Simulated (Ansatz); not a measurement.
The parent structure is Ru in the hcp (Mg type) structure (space group P6_3/mmc, No. 194; a = 2.6756 Å, c = 4.2237 Å; relaxed with 0.1 eV smearing). Axes: x lies along a and z along c of the hexagonal cell.

Method: Kohn–Sham DFT with the LDA functional, run in Ansatz (a first-principles code) with PAW and 420 eV plane waves, no SOC.

Strains are applied to the cell and any free atomic positions relax.

One change was made to it. Results:

The energy grows by 6.3 meV/atom; the pressure (mean of the normal stresses, compression positive) goes from zero to 5.7 GPa.

Question: What was done to the base?
A) uniaxial strain ε_xx = +1.00 %
B) uniaxial strain ε_xx = −1.50 %
C) uniaxial strain ε_xx = +1.50 %
D) uniaxial strain ε_xx = −3.00 %
E) uniaxial strain ε_xx = +2.50 %

Answer: B, uniaxial strain ε_xx = −1.50 %. For comparison, the pressure in the other runs: uniaxial strain ε_xx = +1.50 % gives -5.1 GPa; uniaxial strain ε_xx = +1.00 % gives -3.4 GPa; uniaxial strain ε_xx = −3.00 % gives 12.1 GPa; uniaxial strain ε_xx = +2.50 % gives -8.2 GPa.

Stability against distortions was not tested. The final runs are not spin-polarised.
